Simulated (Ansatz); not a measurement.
C (model structure, started from the Si type, R-3, No. 148, 8 atoms in the cell), treated with r²SCAN+rVV10 (PAW; Ansatz, a first-principles code).

Numerical settings: plane-wave cutoff 560 eV, 10×10×10 k mesh, Fermi–Dirac smearing 0.01 eV, scalar-relativistic PAW data made under PBE.

Cell (relaxed at this level):

```cif
data_C24
_chemical_formula_sum 'C24'
_space_group_name_H-M_alt 'R-3 :H'
_space_group_IT_number 148
_space_group_name_Hall '-R 3'
_cell_length_a 6.34257
_cell_length_b 6.34257
_cell_length_c 3.86343
_cell_angle_alpha 90.000
_cell_angle_beta 90.000
_cell_angle_gamma 120.000
loop_
_atom_site_label
_atom_site_type_symbol
_atom_site_symmetry_multiplicity
_atom_site_Wyckoff_symbol
_atom_site_fract_x
_atom_site_fract_y
_atom_site_fract_z
_atom_site_occupancy
C1 C 18 f 0.04009 0.26991 0.27025 1
C2 C 6 c 0.00000 0.00000 0.30159 1
```
(The calculation used a cell of 8 atoms; values per cell refer to that cell.)

Q: Give the computed band gap, smallest direct gap on the k points sampled and Γ–Γ gap.

A: 
* **band gap**: 3.70 eV (indirect)
* **smallest direct gap on the k points sampled**: 5.01 eV
* **Γ–Γ gap**: 8.53 eV

Note: the relaxation could raise the start's symmetry but not lower it, so the cell can be a saddle point.

A model structure was made by putting elements into a prototype or built by hand; it is no filed structure, need not be a known phase, and can be a saddle point held by its symmetry.
